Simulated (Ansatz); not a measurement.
Worked example: self-consistent single point of PdAu3 (I4mm, 4 atoms in the cell) in Ansatz (a quantum-chemistry and plane-wave program).

Method of the run: LDA (PW92), default PAW files made with PBE (plane waves; Ansatz).

The change in words: lattice scaled by 0.98; kpoints.mp_grid.grid: 11 11 11 → 13 13 13. Reference geometry:
```yaml
crystal:
  lattice:
    - [-2.06286, 2.06286, 4.02266]
    - [2.06286, -2.06286, 4.02266]
    - [2.06286, 2.06286, -4.02266]
  atoms:
    - { symbol: Pd, position: [0.00622, 0.00622, 0.00000] }
    - { symbol: Au, position: [0.75000, 0.25000, 0.50000] }
    - { symbol: Au, position: [0.25000, 0.75000, 0.50000] }
    - { symbol: Au, position: [0.50000, 0.50000, 0.00000] }
```

Reference input (self-consistent single point, DFT, LDA (PW92), plane waves, default PAW files made with PBE): basis.ecutwfc = 420 eV; kpoints.mp_grid.grid = 11 11 11; hamiltonian.xc = lda; hamiltonian.pseudopotentials = {kind: paw} (the program's default PAW files); scf.occupations.method = fermi_dirac; scf.occupations.width = 0.1 eV. This run's input differs from it in these lines:

Ansatz 0.2 input:
```diff
@@ -2,10 +2,10 @@
   lattice:
-    - [-2.062863, 2.062863, 4.022663]
-    - [2.062863, -2.062863, 4.022663]
-    - [2.062863, 2.062863, -4.022663]
+    - [-2.021606, 2.021606, 3.942210]
+    - [2.021606, -2.021606, 3.942210]
+    - [2.021606, 2.021606, -3.942210]
   atoms:
-    - { symbol: Pd, position_ang: [-0.000000, 0.000000, 0.050002] }
-    - { symbol: Au, position_ang: [0.000000, 2.062863, 2.011331] }
-    - { symbol: Au, position_ang: [2.062863, 0.000000, 2.011331] }
-    - { symbol: Au, position_ang: [0.000000, 0.000000, 4.022663] }
+    - { symbol: Pd, position_ang: [0.000000, -0.000000, 0.049002] }
+    - { symbol: Au, position_ang: [0.000000, 2.021606, 1.971105] }
+    - { symbol: Au, position_ang: [2.021606, 0.000000, 1.971105] }
+    - { symbol: Au, position_ang: [0.000000, 0.000000, 3.942210] }
 basis:
@@ -13,3 +13,3 @@
 kpoints:
-  mp_grid: { grid: [11, 11, 11] }
+  mp_grid: { grid: [13, 13, 13] }
 hamiltonian:
```

Output (repeated stretches shortened):

```
SCF iter   1: F=—  HF=-45439.793153 eV  |F-HF|=—  |Δ(HF+E_count)|=         —  Δρ=1.11e-2  dr2=7.00e-2  ethr=1.77e-3  ⟨swp⟩=5.8  Hψ=30974  notcnv=0  defer=95
all-band conjugate gradients solve this SCF's bands
preconditioner: auto → Kerker (q_TF=auto, 2.798 Å⁻¹)
SCF iter   2: F=—  HF=-45439.782736 eV  |F-HF|=—  |Δ(HF+E_count)|=   1.04e-2  Δρ=4.96e-3  dr2=1.27e-2  ethr=9.33e-5  ⟨swp⟩=1.5  Hψ=11691  notcnv=0  defer=114
SCF iter   3: F=—  HF=-45439.779539 eV  |F-HF|=—  |Δ(HF+E_count)|=   3.20e-3  Δρ=7.35e-4  dr2=2.74e-4  ethr=1.69e-5  ⟨swp⟩=2.0  Hψ=12004  notcnv=0  defer=114
SCF iter   4: F=—  HF=-45439.779483 eV  |F-HF|=—  |Δ(HF+E_count)|=   5.54e-5  Δρ=1.31e-4  dr2=8.31e-6  ethr=3.65e-7  ⟨swp⟩=2.2  Hψ=13160  notcnv=0  defer=114
SCF iter   5: F=—  HF=-45439.779486 eV  |F-HF|=—  |Δ(HF+E_count)|=   2.66e-6  Δρ=3.16e-5  dr2=1.14e-6  ethr=1.11e-8  ⟨swp⟩=2.2  Hψ=13185  notcnv=0  defer=114
SCF iter   6: F=-45439.779486 eV  HF=-45439.779486 eV  |F-HF|=4.86e-8  |Δ(HF+E_count)|=   1.86e-7  Δρ=9.67e-6  dr2=6.89e-8  ethr=1.33e-10  ⟨swp⟩=7.7  Hψ=39584  notcnv=0
SCF 1 converged in 6 iterations: F = -45439.779486 eV  dr2 = 6.89e-8
Free energy (F): -45439.779486 eV
Internal energy: -45439.736417 eV  (E = F + TS)
E sigma→0 (E₀):  -45439.757951 eV
Entropy (-TS):   -0.043068 eV (-10.767 meV/atom)
Fermi energy:    20.491715 eV
--- Forces (eV/Å), atoms counted from 1 ---
  atom   1  Pd    -0.00000000     0.00000000    -0.36331263
  atom   2  Au     0.00000000     0.00000000     0.20636383
  atom   3  Au     0.00000000    -0.00000000     0.20636383
  atom   4  Au    -0.00000000    -0.00000000    -0.04942442
--- Stress (GPa, compression-positive) ---
       -2.479217       0.000000      -0.000000
        0.000000      -2.479217       0.000000
       -0.000000       0.000000      -2.440132
  P = ⅓ Tr σ = -2.4662 GPa (-24.662 kbar)
  The stress holds the Pulay correction. Without it, at fixed plane waves, as pw.x and ABINIT print it: P = -2.5076 GPa
```

The run converged in 6 iterations. Against the reference run the free energy drops by 48.1 meV/atom, the pressure goes from -12.01 to -2.47 GPa and the largest force goes from 0.249 to 0.363 eV/Å.

The starting cell comes from a database of computed structures (which also holds hypothetical and non-ambient phases and stackings), without a prior relaxation at this level. Its lattice was rescaled by up to half a per cent. One atom was moved a little off its site on purpose. For this run, on top of that: lattice scaled by 0.98. Spin polarisation is off. Ansatz's pressure includes its estimate of the finite-basis (Pulay) stress.

Cost on one core of a shared machine: roughly 40 s.
